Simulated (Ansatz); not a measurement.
The reference is BeTe in the zinc blende structure (space group F-43m, No. 216; a = 5.664 Å).

All numbers come from DFT with PBE, PAW potentials and a 420 eV plane-wave cutoff in Ansatz (a first-principles code), scalar-relativistic without spin-orbit coupling.

Base values:

| Item | Result |
|---|---|
| Hole mass | 0.20, 0.35, 0.35 mₑ (at Γ) |
| Pressure | 0.01 GPa |
| Band gap | 2.03 eV |
| Electron mass | 1.9 mₑ along k, 0.26 mₑ across (at X) |
| Width of the top valence band | 3.12 eV |

One thing is altered: the cell is scaled by 1.0100 in all directions, atoms relaxed at fixed cell.

Question: Predict the new hole mass, pressure, band gap, electron mass and width of the top valence band.

Answer: The hole mass (degenerate bands, along [100]) changes from 0.20, 0.35, 0.35 mₑ (at Γ) to 0.19, 0.37, 0.37 mₑ (at Γ); the pressure decreases by 1.59 GPa, from 0.01 GPa to -1.58 GPa; the band gap increases by 0.07 eV to 2.10 eV; the electron mass changes from 1.9 mₑ along k, 0.26 mₑ across (at X) to 2.1 mₑ along k, 0.26 mₑ across (at X); the width of the top valence band drops by 0.14 eV to 2.98 eV.

Spin-orbit coupling, missing from the scalar runs, can matter with Te. The cells carry an imposed strain or load. Masses are band curvatures over ±0.01 Å⁻¹ around the edge. Along k means along the line from Γ to the band edge. Stability against distortions was not tested.
